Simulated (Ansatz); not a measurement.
Worked example: self-consistent single point of RbH (Fm-3m, 2 atoms in the cell) in Ansatz (a program for electronic structure).

Method of the run: LDA (PW92), default PAW files made with PBE (plane waves; Ansatz).

```
RbH
1.0
    0.00000     2.98906     2.98906
    2.98906     0.00000     2.98906
    2.98906     2.98906     0.00000
Rb H
1 1
Cartesian
  2.98906   2.98906   2.98906
  0.00000   0.00000   0.00000
```

Reference input (self-consistent single point, DFT, LDA (PW92), plane waves, default PAW files made with PBE): basis.ecutwfc = 420 eV; kpoints.mp_grid.grid = 7 7 7; hamiltonian.xc = lda; hamiltonian.pseudopotentials = {kind: paw} (the program's default PAW files); scf.occupations.method = fixed. This run's input differs from it in these lines:

Ansatz 0.2 input:
```diff
@@ -12,3 +12,3 @@
   mp_grid:
-    grid: [7, 7, 7]
+    grid: [9, 9, 9]
 hamiltonian:
```

Output (repeated stretches shortened):

```
SCF iter   1: F=—  HF=-3186.779507 eV  |F-HF|=—  |Δ(HF+E_count)|=         —  Δρ=8.99e-3  dr2=4.37e-2  ethr=1.77e-3  ⟨swp⟩=5.6  Hψ=2089  notcnv=0  defer=63
all-band conjugate gradients solve this SCF's bands
preconditioner: auto → none
SCF iter   2: F=—  HF=-3186.765280 eV  |F-HF|=—  |Δ(HF+E_count)|=   1.42e-2  Δρ=1.88e-3  dr2=1.28e-3  ethr=4.37e-4  ⟨swp⟩=1.5  Hψ=614  notcnv=0  defer=62
SCF iter   3: F=—  HF=-3186.764985 eV  |F-HF|=—  |Δ(HF+E_count)|=   2.95e-4  Δρ=6.00e-4  dr2=9.30e-5  ethr=1.28e-5  ⟨swp⟩=2.0  Hψ=413  notcnv=0  defer=66
SCF iter   4: F=—  HF=-3186.764967 eV  |F-HF|=—  |Δ(HF+E_count)|=   1.79e-5  Δρ=5.11e-5  dr2=5.14e-7  ethr=9.30e-7  ⟨swp⟩=2.0  Hψ=477  notcnv=0  defer=57
iter 5 did not close the SCF: its close was put off for the readings that it lacked (scf_convergence_deferred on its scf_iter line)
SCF iter   5: F=-3186.764967 eV  HF=-3186.764967 eV  |F-HF|=2.25e-9  |Δ(HF+E_count)|=   3.35e-8  Δρ=5.77e-6  dr2=4.59e-9  ethr=5.14e-9  ⟨swp⟩=2.1  Hψ=475  notcnv=0  defer=57
SCF iter   6: F=-3186.764967 eV  HF=-3186.764967 eV  |F-HF|=7.96e-11  |Δ(HF+E_count)|=   2.47e-9  Δρ=5.75e-7  dr2=1.33e-10  ethr=4.59e-11  ⟨swp⟩=6.0  Hψ=1829  notcnv=0
SCF 1 converged in 6 iterations: F = -3186.764967 eV  dr2 = 1.33e-10
Free energy (F): -3186.764967 eV
Internal energy: -3186.764967 eV  (E = F + TS)
E sigma→0 (E₀):  -3186.764967 eV
Fermi energy:    2.065629 eV
--- Forces (eV/Å), atoms counted from 1 ---
  atom   1  Rb    -0.00000000     0.00000000    -0.00000000
  atom   2  H     -0.00000000     0.00000000    -0.00000000
--- Stress (GPa, compression-positive) ---
       -1.194360       0.000000      -0.000000
        0.000000      -1.194360       0.000000
       -0.000000      -0.000000      -1.194360
  P = ⅓ Tr σ = -1.1944 GPa (-11.944 kbar)
  The stress holds the Pulay correction. Without it, at fixed plane waves, as pw.x and ABINIT print it: P = -1.2236 GPa
```

The run converged in 6 iterations. Against the reference run the free energy is nearly the same (within 1 meV/atom), the pressure stays at -1.19 GPa and the gap on the mesh goes from 2.844 to 2.722 eV.

The starting cell comes from a database of computed structures (which also holds hypothetical and non-ambient phases and stackings), without a prior relaxation at this level. Its lattice was rescaled by up to half a per cent. Ansatz's pressure includes its estimate of the finite-basis (Pulay) stress. Another mesh or the band path of this cell gives a smaller gap, so this value is not converged in the mesh.
